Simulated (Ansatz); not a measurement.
Base system: Tl in the hcp (Mg type) structure (space group P6_3/mmc, No. 194; a = 3.476 Å, c = 5.472 Å; relaxed with 0.1 eV smearing).

Computed with PBEsol (Ansatz, an electronic-structure program), no SOC.

For the base:

Band gap: zero

Now apply this change: every lattice vector is shortened by 1.00 %; the atoms relax in the strained cell.

Question: Estimate the effect on the energy relative to the base and band gap.

Answer: The energy rises by 3.1 meV/atom; the band gap remains zero.

Stability against distortions was not tested.
